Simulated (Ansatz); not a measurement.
# Phonon-limited transport in SrPtAs (P6_3/mmc)

Here is the system:

```
PtSrAs
1.0
    4.23920     0.00000     0.00000
   -2.11960     3.67125     0.00000
    0.00000     0.00000     8.90818
Sr As Pt
2 2 2
Cartesian
  0.00000   0.00000   4.45409
  0.00000   0.00000   0.00000
  0.00000   2.44750   6.68114
  2.11960   1.22375   2.22705
  0.00000   2.44750   2.22705
  2.11960   1.22375   6.68114
```

These are PBEsol, DFPT electron-phonon coupling, linearised Boltzmann equation (plane waves, PAW, scalar-relativistic; Ansatz, an electronic-structure program) values and carry that method's errors. How the cell was made: relaxed with this functional, without spin-orbit coupling.

- resistivity at 300 K: 36 (x), 36 (y), 370 (z) μΩ·cm
- electron mean free path at 300 K (weighted by the current that each state carries): 3.3 (x), 3.3 (y), 2.2 (z) nm

A metal at this level (no band gap). Only scattering by harmonic phonons is included (no impurities, grain boundaries, electron-electron scattering or thermal expansion). Spin-orbit coupling is left out, which matters with elements this heavy. Values near or above 100 μΩ·cm, or paths under about 2 nm, lie near resistivity saturation, where the Boltzmann equation overshoots. The squared frequency of the phonon mode least converged on the k mesh is uncertain by about 31 %. Halving the electron mesh (24x24x12) moves the resistivity by up to 3 % at 300 K, the mean free path by up to 7 %. Smearing 0.20 eV; phonons on a 4x4x2 q mesh, which this run doesn't test and which matters most at low temperature.

Computed structure with no diffraction record at hand here (it may be known, metastable or hypothetical): SrPtAs (P6_3/mmc).
